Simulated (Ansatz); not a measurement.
The parent structure is SrCl2 in the fluorite structure (space group Fm-3m, No. 225; a = 6.908 Å). Axes: x, y, z lie along the cube axes.

Calculations: PBEsol (Ansatz, a quantum-chemistry and plane-wave program; PAW; 420 eV plane waves; no spin-orbit coupling).

Strains are applied to the cell and any free atomic positions relax; under biaxial strain the out-of-plane vector relaxes too.

One change was made to it. Results:

```json
[
 {"quantity": "electron mass", "base": "0.37 mₑ (at Γ)", "after": "0.43 mₑ out of plane, 0.36 mₑ in plane (at Γ)"},
 {"quantity": "band gap", "base": "5.25 eV", "after": "4.99 eV"},
 {"quantity": "energy relative to the base (free energy F)", "base": "0 meV/atom", "after": "+5.4 meV/atom"},
 {"quantity": "pressure (mean of the normal stresses, compression positive)", "base": "0.0 kbar", "after": "-10.3 kbar"}
]
```

Q: What was done to the base?
(A) biaxial strain +2.00 %, plane normal [001], relaxed out of plane
(B) biaxial strain +0.50 %, plane normal [001], relaxed out of plane
(C) biaxial strain +1.00 %, plane normal [001], relaxed out of plane
(D) biaxial strain +2.50 %, plane normal [001], relaxed out of plane

A: A, biaxial strain +2.00 %, plane normal [001], relaxed out of plane. For comparison, the band gap in the other runs: biaxial strain +0.50 %, plane normal [001], relaxed out of plane gives 5.19 eV; biaxial strain +1.00 %, plane normal [001], relaxed out of plane gives 5.13 eV; biaxial strain +2.50 %, plane normal [001], relaxed out of plane gives 4.92 eV.

Effective masses come from finite differences of ±0.01 Å⁻¹. Stability against distortions was not tested.
